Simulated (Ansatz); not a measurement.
Take GaN in the zinc blende structure (space group F-43m, No. 216; a = 4.498 Å) as the base. Axes: x, y, z lie along the cube axes.

Computed with PBEsol (Ansatz, a quantum-chemistry and plane-wave program, PAW, no SOC).

Strains are applied to the cell and any free atomic positions relax; under biaxial strain the out-of-plane vector relaxes too.

One change was made to it. Results:

The pressure (mean of the normal stresses, compression positive) goes from zero to -3.94 GPa; the valence-band top at Γ (three highest levels, from the VBM) goes from 0.00, 0.00, 0.00 eV to 0.00, -0.22, -0.22 eV; the shortest interatomic distance goes up by 0.015 Å to 1.963 Å.

**Question.** Which change produced these results?
(A) biaxial strain +2.50 %, plane normal [001], relaxed out of plane
(B) biaxial strain +1.00 %, plane normal [001], relaxed out of plane
(C) biaxial strain +0.50 %, plane normal [001], relaxed out of plane
(D) biaxial strain +2.00 %, plane normal [001], relaxed out of plane
(E) biaxial strain −2.50 %, plane normal [001], relaxed out of plane

**Answer.** A, biaxial strain +2.50 %, plane normal [001], relaxed out of plane. For comparison, the valence-band top at Γ in the other runs: biaxial strain +0.50 %, plane normal [001], relaxed out of plane gives 0.00, -0.05, -0.05 eV; biaxial strain +1.00 %, plane normal [001], relaxed out of plane gives 0.00, -0.09, -0.09 eV; biaxial strain −2.50 %, plane normal [001], relaxed out of plane gives 0.00, 0.00, -0.27 eV; biaxial strain +2.00 %, plane normal [001], relaxed out of plane gives 0.00, -0.18, -0.18 eV.

The levels and masses belong to the bands next to the band gap. Whether these cells are dynamically stable was not tested. This is not the structure that GaN has at room temperature and ambient pressure.
